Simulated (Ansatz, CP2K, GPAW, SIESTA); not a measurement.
Code comparison for CdF2 (Fm-3m, 3 atoms in the cell)

Band-structure calculation.

```xyz
3
Lattice="0.0000 2.6919 2.6919 2.6919 0.0000 2.6919 2.6919 2.6919 0.0000" Properties=species:S:1:pos:R:3 pbc="T T T"
Cd     0.0000     0.0000     0.0000
F      1.3459     1.3459     1.3459
F      4.0378     4.0378     4.0378
```

Shared settings, as Ansatz (a program for electronic structure) writes them: kpoints.mp_grid.grid = 7 7 7; scf.occupations.method = fixed. Potentials and cutoffs stand in the table.

```tsv
code	model	gap along the path (eV)	smallest direct gap (eV)	cutoff
CP2K	PBE, GPW, DZVP-MOLOPT-SR-GTH basis, GTH-PBE potentials (GTH_POTENTIALS)	3.04	3.54	grid 550 Ry
SIESTA	GGA PBE, numerical atomic orbitals DZP, PseudoDojo PBE standard norm-conserving potentials (rewritten from UPF to PSML)	3.15	3.65	grid 300 Ry
Ansatz	PBE, default PAW files	3.11	3.60	420 eV
GPAW	PBE, GPAW PAW datasets PBE (gpaw-data 1.0.1)	3.08	3.55	950 eV
```

The spread over the programs that give each value: gap along the path within 0.11 eV; smallest direct gap within 0.11 eV.

CP2K and SIESTA use small atom-centred bases, whose incompleteness enters pressures, forces and empty levels differently from a plane-wave cutoff.

The starting cell comes from a database of computed structures (which also holds hypothetical and non-ambient phases and stackings), without a prior relaxation at this level. Its lattice was rescaled by a random factor within 2.5 % of one.

Left out of this page: Quantum ESPRESSO and Elk (not drawn, or without a comparable value); ABINIT (failed or unconverged); FLEUR (with a known weakness of the program).

Keys are those of Ansatz 0.2.
